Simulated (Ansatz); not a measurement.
Data:

```xyz
5
Lattice="5.7542 0.0000 0.0000 0.0000 5.7542 0.0000 0.0000 0.0000 5.7542" Properties=species:S:1:pos:R:3 pbc="T T T"
Cs     0.0000     0.0000     0.0000
Pb     2.8771     2.8771     2.8771
Br     2.8771     0.0000     2.8771
Br     0.0000     2.8771     2.8771
Br     2.8771     2.8771     0.0000
```

No spin polarisation.

The values are results of Ansatz (a program for electronic structure), PBEsol, PAW, cutoff 420 eV, spin-orbit coupling left out, not measurements. k-mesh 6×6×6 (Γ-centred); smearing 0.05 eV (Fermi–Dirac).

Predict the band gap, hole mass and electron mass.


* **Band gap**: 1.16 eV
* **Hole mass**: 0.10 mₑ (at R)
* **Electron mass (degenerate bands, along [100])**: 0.066, 0.68, 0.68 mₑ (at R)

Spin-orbit coupling, missing from the scalar runs, can matter with Pb. Load acts through the strain it causes; cell and atoms are relaxed under it. Effective masses come from finite differences of ±0.01 Å⁻¹. Whether these cells are dynamically stable was not tested. The cell was made from CsPbBr₃ in the cubic perovskite structure (space group Pm-3m, No. 221) by this change: pressure 1.5 GPa. Many cubic perovskites are stable only at high temperature; tilts and polar distortions were not tested. This is not the structure that CsPbBr3 has at room temperature and ambient pressure.
